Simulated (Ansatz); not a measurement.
Base system: AsP in the rock salt structure (space group Fm-3m, No. 225; a hypothetical phase, not in the database extracts checked; relaxed with 0.1 eV smearing).

```
AsP
1.0
    0.00000     2.58574     2.58574
    2.58574     0.00000     2.58574
    2.58574     2.58574     0.00000
P As
1 1
Direct
  0.00000   0.00000   0.00000
  0.50000   0.50000   0.50000
```

Computed with r2SCAN (Ansatz, an electronic-structure program, PAW, no spin-orbit coupling).

For the base:

- Pressure: 0.0 GPa
- Band gap: zero

The change: every lattice vector is shortened by 4.85 %; the atoms relax in the strained cell.

### Question
What does the calculation give for the pressure after the change?

### Answer
The pressure goes from zero to 19.7 GPa.

### Question
Predict the new energy relative to the base.

### Answer
The energy goes up by 129 meV/atom.

### Question
Estimate the effect on the band gap.

### Answer
The band gap remains zero.

Whether these cells are dynamically stable was not tested. All final runs are without spin polarisation.
